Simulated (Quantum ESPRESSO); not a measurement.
A working Quantum ESPRESSO input for La3In (Pm-3m, 4 atoms in the cell) (DFT, LDA (PZ), plane waves, GBRV 1.5 ultrasoft (LDA) pseudopotentials):

```fortran
&control
   calculation = 'scf'
   prefix = 'scf'
   outdir = './tmp/'
   pseudo_dir = './'
   tprnfor = .true.
   tstress = .true.
/
&system
   ibrav = 0
   nat = 4
   ntyp = 2
   ecutwfc = 40
   ecutrho = 200
   occupations = 'smearing'
   smearing = 'gaussian'
   degauss = 0.0147
/
&electrons
   conv_thr = 1.0d-10
   mixing_beta = 0.4
/
ATOMIC_SPECIES
La   138.9055  la_lda_v1.uspp.F.UPF
In   114.8180  in_lda_v1.4.uspp.F.UPF
ATOMIC_POSITIONS crystal
La    0.5000000000    0.5000000000    0.0000000000
La    0.0000000000    0.5000000000    0.5000000000
La    0.5000000000    0.0000000000    0.5000000000
In    0.0000000000    0.0000000000    0.0000000000
K_POINTS automatic
5 5 5  0 0 0
CELL_PARAMETERS angstrom
   5.0031650000     0.0000000000     0.0000000000
   0.0000000000     5.0031650000     0.0000000000
   0.0000000000     0.0000000000     5.0031650000
```

The run converged in 12 iterations: free energy E − TS -5984.4661 eV; Fermi level (on the code's own zero) 11.91 eV; pressure -2.57 GPa. Each of these slips is then made, one at a time:

(1)
```diff
-   degauss = 0.0147
+   deguass = 0.0147
```

(2)
```diff
-   nat = 4
+   nat = 5
```

How does each altered input end?


(1) A keyword that the program does not know. The program stopped before any SCF iteration.
```
Error in routine  read_namelists (1):
bad line in namelist &system: "   deguass = 0.0147" (error could be in the previous line)
```

(2) An atom count that does not match the list of atoms. The program stopped before any SCF iteration.
```
Error in routine read_cards (5):
wrong number of columns in ATOMIC_POSITIONS
```

The starting cell comes from a database of computed structures (which also holds hypothetical and non-ambient phases and stackings), without a prior relaxation at this level. Its lattice was rescaled by a random factor within 2.5 % of one.

Left out of this page: 4 runs of the series outside the window shown, repeating another row's setting, or not comparable.
